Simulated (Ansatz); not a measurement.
**A computed series for SiSe2: carrier doping**

Start from SiSe2 (space group Ibam, No. 72; a = 6.6149 Å, b = 11.2691 Å, c = 5.9326 Å; made of chains).

Carriers are added at fixed cell with a uniform background; the Fermi–Dirac width is that of 300 K.

All numbers come from PBE (Ansatz, a first-principles code; PAW; 420 eV plane waves; no spin-orbit coupling).

Notes on the quantities. Fermi level from band edge: Fermi level relative to the doped band's edge (positive inside the band; to 0.05 eV).

| electron density (10^21 cm⁻³) | Fermi level from band edge (eV) |
|---|---|
| 2 | 0.20 |
| 3 | 0.30 |
| 5 | ? |
| 7 | 0.55 |

Q: Fit E_F = C n^s, fitted as a line in log–log form (a parabolic band gives s = 2/3) to the rows shown and predict the withheld row.

A: Least squares on the printed values gives C = 0.12 eV, s = 0.79 (largest residual 0.01 eV); this predicts 0.43 eV, and the run gives 0.40 eV, in agreement.

Carriers are added with a uniform compensating background; total energy and stress of such cells depend on the potential's zero and are not compared; many-body gap narrowing is missing at this level. Whether these cells are dynamically stable was not tested. No dispersion term is included, though the crystal is made of layers, chains or molecules, so its spacings can come out too wide.
